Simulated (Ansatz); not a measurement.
## BN: B → Ga

Consider BN in the zinc blende structure (space group F-43m, No. 216; a = 3.609 Å).

One thing is altered: full substitution B → Ga; the structure is relaxed again.

Method: r2SCAN (Ansatz, a first-principles code), without spin-orbit coupling, earlier PAW set. Settings: 13×13×13 k-points, 0.05 eV Fermi–Dirac smearing, for the changed cell.

- Volume per atom: 11.38 Å³ (base 5.88 Å³)
- Lattice parameter a: 4.498 Å (base 3.609 Å)
- Space group: F-43m (No. 216) (base F-43m (No. 216))
- Shortest interatomic distance: 1.948 Å (base 1.563 Å)
- Band gap: 2.17 eV (base 4.99 eV)
- Gap character: direct at Γ (base indirect, Γ → X)
- Electron mass: 0.17 mₑ (at Γ) (base 0.87 mₑ along k, 0.29 mₑ across (at X))
- Hole mass (degenerate bands, along [100]): 0.18, 0.86, 0.86 mₑ (at Γ) (base 0.48, 0.51, 0.51 mₑ (at Γ))

Effective masses come from finite differences of ±0.01 Å⁻¹. Along k means along the line from Γ to the band edge. No phonon test of stability was made. This is not the structure that GaN has at room temperature and ambient pressure.
